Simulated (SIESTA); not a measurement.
# Cost against accuracy: MeshCutoff for RbMg6Ni (Amm2, 8 atoms in the cell)

Cell: a = 4.4892 Å, b = 8.1432 Å, c = 8.1432 Å, α = 45.84°, β = 90.00°, γ = 90.00°.

Computed with GGA PBEsol, numerical atomic orbitals TZP, PseudoDojo PBEsol standard norm-conserving potentials (rewritten from UPF to PSML) (SIESTA).

Base settings: XC.functional = GGA; XC.authors = PBEsol; potentials = PseudoDojo PBEsol standard; PAO.BasisSize = TZP; PAO.EnergyShift = 0.01 Ry; MeshCutoff = 350 Ry; kgrid.MonkhorstPack = 5 4 4; OccupationFunction = FD; ElectronicTemperature = 0.1 eV; MaxSCFIterations = 150.

Misses are taken against the tightest run, 612 Ry (707 Ry used), which need not be fully converged itself. The energy is the free energy per atom.

Core times come from one kind of shared machine and are given to one figure; runs under 30 s give none.

The starting cell comes from a database of computed structures (which also holds hypothetical and non-ambient phases and stackings), without a prior relaxation at this level. Spin polarisation is off. Values carry the incompleteness of an atom-centred basis.

```
MeshCutoff            energy less reference (meV/atom)  largest difference in the force on any atom (eV/Å)  core time / reference (rough)
--------------------  --------------------------------  --------------------------------------------------  -----------------------------
210 Ry (255 Ry used)                            -11.89                                               0.045                            0.1
245 Ry (255 Ry used)                            -11.89                                               0.045                            0.2
280 Ry (314 Ry used)                             -6.50                                               0.018                            0.2
315 Ry (398 Ry used)                             -3.30                                               0.027                            0.4
350 Ry (398 Ry used)                             -3.09                                               0.026                            0.4
402 Ry (453 Ry used)                             -1.82                                               0.018                            0.4
455 Ry (491 Ry used)                             -1.28                                               0.015                            0.5
525 Ry (573 Ry used)                             -0.59                                               0.005                            0.8
612 Ry (707 Ry used)                              0.00                                               0.000                              1
```

Coarsest setting among those run that, with all tighter ones, holds the energy within 5 meV/atom of the reference: 315 Ry (398 Ry used), off by 3.3 meV/atom; it needs about 0.4 of the reference's time.

Coarsest setting among those run that, with all tighter ones, holds the energy within 2 meV/atom of the reference: 402 Ry (453 Ry used), off by 1.8 meV/atom; it needs about 0.4 of the reference's time.

The step from 210 Ry (255 Ry used) to 402 Ry (453 Ry used): it takes the miss in the energy from 12 to 1.8 meV/atom, for roughly 3 times the time.

Left out of this page: 2 runs of the series unsound by tests on forces, stress, charge or solver warnings; 1 run of the series outside the window shown, repeating another row's setting, or not comparable.
